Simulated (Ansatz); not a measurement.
Pressure series in Mo3Ir

The parent structure is Mo3Ir in the A15 (Cr3Si type) structure (space group Pm-3n, No. 223; a = 4.940 Å; a cell from a computed database, its experimental status unchecked).

Cell and atoms are relaxed at each pressure.

Method: Ansatz (an electronic-structure program), PBEsol, PAW, cutoff 420 eV, scalar-relativistic without spin-orbit coupling.

```
pressure (GPa)  volume per atom (Å³/atom)
--------------  -------------------------
0                                  15.070
0.3                                15.055
0.7                                15.036
1.5                                     ?
3                                  14.925
5                                  14.833
7.5                                14.721
10                                 14.614
```

Q: Fit the third-order Birch–Murnaghan form P(V) = (3B₀/2)[(V₀/V)^(7/3) − (V₀/V)^(5/3)]·[1 + (3/4)(B₀′ − 4)((V₀/V)^(2/3) − 1)] (squares taken in P) to the rows shown and predict the withheld row.

A: Least squares on the printed values gives V₀ = 15.070 Å³/atom, B₀ = 304 GPa, B₀′ = 4.4; this predicts 14.997 Å³/atom, and the run gives 14.997 Å³/atom, in agreement.

Load acts through the strain it causes; cell and atoms are relaxed under it. Whether these cells are dynamically stable was not tested. Competing high-pressure phases were not computed. All final runs are without spin polarisation.
